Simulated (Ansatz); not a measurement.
Start from MoSi2 (space group I4/mmm, No. 139; a = 3.2022 Å, c = 7.8195 Å). Axes: x, y, z lie along a, b, c of the conventional cell.

The values are results of r2SCAN (Ansatz, a program for electronic structure), no spin-orbit coupling, earlier PAW set, not measurements.

Before the change:

| Property | Result |
|---|---|
| Volume per atom | 13.36 Å³ |
| Pressure | 0.0 GPa |
| Band gap | zero |

Perturbation: biaxial strain +0.60 %, plane normal [001], relaxed out of plane (Cartesian); in-plane vectors clamped, the third vector and the atoms free.

### Question
What happens to the energy relative to the base, volume per atom, pressure and band gap?

### Answer
The energy goes up by 1.5 meV/atom; the volume per atom goes up by 0.134 Å³ (13.36 Å³ → 13.50 Å³); the pressure (mean of the normal stresses, compression positive) goes from zero to -2.0 GPa; the band gap remains zero.

The mesh was chosen for an insulator and is coarse for the gapless case. Without a gap, meshes like the base's 14×14×14 leave anisotropic stresses uncertain by several tenths of a GPa, and small strain energies with them. Whether these cells are dynamically stable was not tested. The final runs are not spin-polarised.
